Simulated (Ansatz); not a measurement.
System: SnTeO3 (model structure, started from the GaBiO3 type, R3c, No. 161, 10 atoms in the cell). Method: PBEsol+SOC (plane waves, PAW; Ansatz, an electronic-structure program).

Settings: plane-wave cutoff 520 eV, 12×12×12 k mesh, Fermi–Dirac smearing 0.05 eV, PAW data made under PBE.

Cell (relaxed with PBEsol):

```
CELL_PARAMETERS angstrom
      3.17781     1.83471     4.46579
     -3.17781     1.83471     4.46579
      0.00000    -3.66941     4.46579
ATOMIC_POSITIONS crystal
  Sn 0.53298 0.53298 0.53298
  Sn 0.03298 0.03298 0.03298
  Te 0.80667 0.80667 0.80667
  Te 0.30667 0.30667 0.30667
  O  0.41440 0.14554 0.62750
  O  0.62750 0.41440 0.14554
  O  0.14554 0.62750 0.41440
  O  0.12750 0.64554 0.91440
  O  0.64554 0.91440 0.12750
  O  0.91440 0.12750 0.64554
```

Q: Estimate the band gap that the calculation returns.

A: 
band gap: 2.11 eV (on the SCF k mesh)

Note: the relaxation could raise the start's symmetry but not lower it, so the cell can be a saddle point.

The computed numbers hold no vibrational or temperature effects.

The result took roughly 20 core-minutes.

A model structure was made by putting elements into a prototype or built by hand; it is no filed structure, need not be a known phase, and can be a saddle point held by its symmetry.
